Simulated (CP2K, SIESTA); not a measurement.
A SIESTA input for a self-consistent single point of KTaO3 (Pm-3m, 5 atoms in the cell) (DFT, GGA PBEsol, numerical atomic orbitals TZP, PseudoDojo PBEsol standard norm-conserving potentials (rewritten from UPF to PSML)):

```
# files in the folder: K.psml Ta.psml O.psml (PseudoDojo PBEsol standard)
SystemName  KTaO3
SystemLabel KTaO3

NumberOfAtoms                5
NumberOfSpecies              3
%block ChemicalSpeciesLabel
  1 19 K
  2 73 Ta
  3 8 O
%endblock ChemicalSpeciesLabel
LatticeConstant              1.0 Bohr
%block LatticeVectors
     7.398243763    0.000000000    0.000000000
     0.000000000    7.398243763    0.000000000
     0.000000000    0.000000000    7.398243763
%endblock LatticeVectors
AtomicCoordinatesFormat      Bohr
%block AtomicCoordinatesAndAtomicSpecies
     3.699121881    3.699121881    3.699121881  1
     0.000000000    0.000000000    0.000000000  2
     0.000000000    3.699121881    0.000000000  3
     3.699121881    0.000000000    0.000000000  3
     0.000000000    0.000000000    3.699121881  3
%endblock AtomicCoordinatesAndAtomicSpecies

XC.functional                GGA
XC.authors                   PBEsol
PAO.BasisSize                TZP
PAO.EnergyShift              0.01 Ry
MeshCutoff                   300 Ry
%block kgrid.MonkhorstPack
    6   0   0  0.0
    0   6   0  0.0
    0   0   6  0.0
%endblock kgrid.MonkhorstPack
OccupationFunction           FD
ElectronicTemperature        10 K

MaxSCFIterations             150
SCF.Mixer.Method             Pulay
SCF.Mixer.Weight             0.25
SCF.Mixer.History            6
SCF.DM.Tolerance             1.0E-04
Diag.ParallelOverK           true
WriteForces                  true
```

Problem. Translate this input to CP2K.

Solution. This is the input that was run; spellings and numerical settings could be chosen otherwise.

```
&GLOBAL
  PROJECT bulk
  RUN_TYPE ENERGY_FORCE
  PRINT_LEVEL MEDIUM
&END GLOBAL
&FORCE_EVAL
  METHOD Quickstep
  STRESS_TENSOR ANALYTICAL
  &DFT
    BASIS_SET_FILE_NAME BASIS_MOLOPT
    POTENTIAL_FILE_NAME GTH_POTENTIALS
    &QS
      METHOD GPW
      EPS_DEFAULT 1E-10
    &END QS
    &MGRID
      CUTOFF 500
      REL_CUTOFF 40
      NGRIDS 5
    &END MGRID
    &SCF
      SCF_GUESS ATOMIC
      EPS_SCF 1E-7
      MAX_SCF 100
      ADDED_MOS 8
      &DIAGONALIZATION
        ALGORITHM STANDARD
      &END DIAGONALIZATION
      &MIXING
        METHOD BROYDEN_MIXING
        ALPHA 0.2
        NBUFFER 8
      &END MIXING
    &END SCF
    &KPOINTS
      SCHEME MONKHORST-PACK 6 6 6
      GAMMA_CENTERED T
    &END KPOINTS
    &XC
      &XC_FUNCTIONAL
        &PBE
          PARAMETRIZATION PBESOL
        &END PBE
      &END XC_FUNCTIONAL
    &END XC
    &PRINT
      &MO
        EIGENVALUES T
        OCCUPATION_NUMBERS T
        NDIGITS 8
        FILENAME mo
        &EACH
          QS_SCF 0
        &END EACH
        ADD_LAST NUMERIC
      &END MO
      &MULLIKEN ON
      &END MULLIKEN
    &END PRINT
  &END DFT
  &SUBSYS
    &CELL
      ABC 3.91498200 3.91498200 3.91498200
      ALPHA_BETA_GAMMA 90.00000000 90.00000000 90.00000000
      PERIODIC XYZ
    &END CELL
    &COORD
      SCALED
      K        0.50000000     0.50000000     0.50000000
      Ta       0.00000000     0.00000000     0.00000000
      O        0.00000000     0.50000000     0.00000000
      O        0.50000000     0.00000000     0.00000000
      O        0.00000000     0.00000000     0.50000000
    &END COORD
    &KIND K
      BASIS_SET DZVP-MOLOPT-SR-GTH-q9
      POTENTIAL GTH-PBE-q9
    &END KIND
    &KIND Ta
      BASIS_SET DZVP-MOLOPT-SR-GTH-q13
      POTENTIAL GTH-PBE-q13
    &END KIND
    &KIND O
      BASIS_SET DZVP-MOLOPT-SR-GTH-q6
      POTENTIAL GTH-PBE-q6
    &END KIND
  &END SUBSYS
  &PRINT
    &FORCES ON
    &END FORCES
    &STRESS_TENSOR ON
    &END STRESS_TENSOR
  &END PRINT
&END FORCE_EVAL
```

Basis settings and potentials, where a program has them, do not carry over. This input uses DFT PBEsol, GPW, DZVP-MOLOPT-SR-GTH basis, GTH-PBE potentials (GTH_POTENTIALS). Both were run: pressure 12.42 GPa in SIESTA and 9.55 in CP2K; gap on the mesh 2.022 eV in SIESTA and 2.150 in CP2K.

On SIESTA: the starting cell comes from a database of computed structures (which also holds hypothetical and non-ambient phases and stackings), without a prior relaxation at this level. For this run, on top of that: lattice scaled by 0.98. Spin-orbit coupling is off. Values carry the incompleteness of an atom-centred basis. The basis of the alkali or alkaline-earth atoms may lack their empty d shell, which can raise the gap. With a pressure of about 12 GPa the cell is away from its equilibrium volume at this level.

On CP2K: the starting cell comes from a database of computed structures (which also holds hypothetical and non-ambient phases and stackings), without a prior relaxation at this level. For this run, on top of that: lattice scaled by 0.98. Spin-orbit coupling is off. Values carry the incompleteness of an atom-centred basis. The potentials were made for another functional than the one used. With a pressure of about 10 GPa the cell is away from its equilibrium volume at this level.
